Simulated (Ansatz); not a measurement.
**NaCl under a change: isotropic strain +1.50 %**

The reference is NaCl in the rock salt structure (space group Fm-3m, No. 225; a = 5.696 Å).

Now apply this change: the cell is scaled by 1.0150 in all directions; the atoms relax in the strained cell.

Method: PBE (Ansatz, a program for electronic structure, PAW, spin-orbit coupling left out). Γ-centred 10×10×10 mesh, Fermi–Dirac width 0.05 eV.

| quantity | base | changed | shift |
|---|---|---|---|
| space group | Fm-3m (No. 225) | Fm-3m (No. 225) | – |
| shortest interatomic distance | 2.848 Å | 2.890 Å | +0.0427 Å |
| energy relative to the base (free energy F) | 0 meV/atom | +3.2 meV/atom | +3.2 meV/atom |
| pressure | 0.00 GPa | -0.95 GPa | -0.95 GPa |
| band gap | 5.00 eV | 4.84 eV | -0.16 eV |
| gap character | direct at Γ | direct at Γ | – |
| mean gap deformation potential ΔEg/Δln V | – | -3.6 eV | – |
| width of the top valence band | 0.71 eV | 0.66 eV | -0.05 eV |
| electron mass | 0.40 mₑ (at Γ) | 0.41 mₑ (at Γ) | – |

Final structure:

```yaml
crystal:
  lattice:
    - [0.00000, 2.89049, 2.89049]
    - [2.89049, 0.00000, 2.89049]
    - [2.89049, 2.89049, 0.00000]
  atoms:
    - { symbol: Na, position: [0.00000, 0.00000, 0.00000] }
    - { symbol: Cl, position: [0.50000, 0.50000, 0.50000] }
```

Cost of the whole job for the changed cell (relaxation, final SCF and bands): about 5 core-seconds (a rough figure).

Effective masses come from finite differences of ±0.01 Å⁻¹. Stability against distortions was not tested.
